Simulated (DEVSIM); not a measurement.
Device: abrupt Si n-p junction, at 300 K.

Layer 1 from the left is Si, thickness (μm) 39.0, Nd (cm⁻³) 1.6e18, τn (s) 8.9e-7, τp (s) 8.9e-7. Layer 2 from the left is Si, thickness (μm) 2.00, Na (cm⁻³) 1.2e14, τn (s) 8.9e-7, τp (s) 8.9e-7.

Left contact: ohmic. Right contact: ohmic. Voltage is applied to the left contact. Recombination: SRH at mid-gap, radiative. Mobility is constant in doping.

Constants are typed, rounded textbook-type inputs, not results; the design itself was drawn at random and stands for no fabricated device. Values at 300 K.

Si: gap (eV) 1.124, affinity (eV) 4.05, permittivity 11.7, Nc (cm⁻³) 2.86e19, Nv (cm⁻³) 3.1e19, μn (cm²/Vs) 1417, μp (cm²/Vs) 470, B (cm³/s) 4.7e-15.

Simulated with DEVSIM: 1D drift-diffusion, Boltzmann statistics, complete ionisation; no tunnelling, impact ionisation, image-force lowering or self-heating.

Question: What does the simulation give for the dark forward voltage at 100 A/cm², the largest field in the device at zero bias, the dark forward voltage at 1 A/cm², the potential step across the device at zero bias?

Answer: dark forward voltage at 100 A/cm² 0.622 V; largest field in the device at zero bias 69000 V/cm; dark forward voltage at 1 A/cm² 0.437 V; potential step across the device at zero bias 0.727 V.
